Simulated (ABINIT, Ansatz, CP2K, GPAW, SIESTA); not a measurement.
Code comparison for CdS (F-43m, 2 atoms in the cell)

Band-structure calculation.

```
CELL_PARAMETERS angstrom
      0.00000     2.94295     2.94295
      2.94295     0.00000     2.94295
      2.94295     2.94295     0.00000
ATOMIC_POSITIONS crystal
  Cd 0.00000 0.00000 0.00000
  S  0.25000 0.25000 0.25000
```

Shared settings, as Ansatz (a first-principles code) writes them: kpoints.mp_grid.grid = 5 5 5; scf.occupations.method = fixed. Potentials and cutoffs stand in the table.

```csv
code,model,gap along the path (eV),smallest direct gap (eV),cutoff
GPAW,"PBE, GPAW PAW datasets PBE (gpaw-data 1.0.1)",1.07,1.07,600 eV
ABINIT,"PBE, PAW (JTH v2.0 PBE PAW)",1.06,1.06,21 Ha
SIESTA,"GGA PBE, numerical atomic orbitals DZP, PseudoDojo PBE standard norm-conserving potentials (rewritten from UPF to PSML)",1.32,1.32,grid 350 Ry
CP2K,"PBE, GPW, DZVP-MOLOPT-SR-GTH basis, GTH-PBE potentials (GTH_POTENTIALS)",1.05,1.05,grid 500 Ry
Ansatz,"PBE, PAW files",1.08,1.08,default
```

The spread over the programs that give each value: gap along the path within 0.27 eV; smallest direct gap within 0.27 eV.

SIESTA and CP2K use small atom-centred bases, whose incompleteness enters pressures, forces and empty levels differently from a plane-wave cutoff.

In the gap along the path, SIESTA stands apart from the plane-wave programs.

The starting cell comes from a database of computed structures (which also holds hypothetical and non-ambient phases and stackings), without a prior relaxation at this level.

Left out of this page: Quantum ESPRESSO and Elk (not drawn, or without a comparable value); FLEUR (with a known weakness of the program).

Keys are those of Ansatz 0.2.
